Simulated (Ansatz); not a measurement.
Functionals compared on a constructed model of the (111) surface of fcc Rh, a pseudomorphic layer of Mn in the host's stacking (bottom of the slab: a bare face, its two planes held), in Ansatz (plane waves, PAW). The structure was relaxed with PBE; the other rows are single points on it. Cutoff 420 eV.

Set-up: 7 atoms, 13.5 Å thick at the start with caps and adatoms (thin: gaps and levels are the slab's own); mesh 16x16x1; 0.1 eV smearing; dipole correction on; 2 atoms held, the rest relaxed; start symmetry kept, larger cells not searched; spin-polarised, ending with about 3.7 μB a cell; orders that need a larger cell were not tried, no spin-orbit, no U. In PBE it is, or lies within 0.01 eV a 1x1 cell of, the lowest of the 2 structures of its composition computed so far; subsurface sites and larger cells were not tried. These notes are the PBE run's.

| functional | work function of the top face (eV) | magnetic moment of the cell (μB) | rough cost of the single point |
|---|---|---|---|
| PBE | 4.27 | 3.67 | – |
| RPBE | [?] | 3.73 | very roughly 100 core-seconds |

### Question
Fill in the missing entries.

### Answer

- RPBE, work function of the top face (eV): 4.13

Ansatz is a quantum-chemistry and plane-wave program.
